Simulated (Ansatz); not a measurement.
The reference is Ta in the bcc (W type) structure (space group Im-3m, No. 229; a = 3.282 Å; relaxed with 0.1 eV smearing). Axes: x, y, z lie along the cube axes.

Computed with PBEsol, PAW, 420 eV (Ansatz, a program for electronic structure; spin-orbit coupling left out).

Modification: the cell is stretched by 1.50 % along z with no lateral relaxation, atoms relaxed at fixed cell.

**Question.** What happens to the stress?

**Answer.** The stress (xx, yy, zz, yz, xz, xy; compression positive) amounts to (-2.4, -2.4, -4.1, 0.0, 0.0, 0.0) GPa.

**Question.** What does the calculation give for the energy relative to the base after the change?

**Answer.** The energy rises by 3.4 meV/atom.

The cells carry an imposed strain or load. Stability against distortions was not tested. All final runs are without spin polarisation.
